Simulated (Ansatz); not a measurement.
We consider cubic perovskite BaZrO3, described by r²SCAN-D4 (Ansatz, a quantum-chemistry and plane-wave program, plane waves, PAW).

Settings: plane-wave cutoff 500 eV, 8×8×8 k mesh, gaussian smearing 0.02 eV, scalar-relativistic PAW data made under PBE.

Cell (relaxed at this level):

BaZrO₃ is modelled in the cubic space group Pm-3m (No. 221), the cubic perovskite structure, Pearson symbol cP5. Conventional cell: a = b = c = 4.198 Å, α = β = γ = 90.00°. Ba on 1a has 12 O at 2.968 Å (cuboctahedral). Zr on 1b sees 6 O at 2.099 Å (octahedral). O on 3c is surrounded by 2 Zr at 2.099 Å and 4 Ba at 2.968 Å (octahedral). (Neighbours: up to the widest gap in distance over summed covalent radii, below 1.35, at either atom; cation-cation and far metal-metal contacts left out.)

Problem. Estimate the band gap that the calculation returns.

Solution. 
- band gap = 3.75 eV (on the SCF k mesh)

Measured, for comparison: band gap 5.3 eV (temperature not stated, no zero-point or thermal correction, first of three measured values (5.3, 4.86, 4.8), our sources range from 4.86 to 5.30; as tabulated in Lindman et al. (2015), arXiv:1503.06612).

Spin–orbit coupling is not included.

Static lattice: no zero-point or thermal effects.
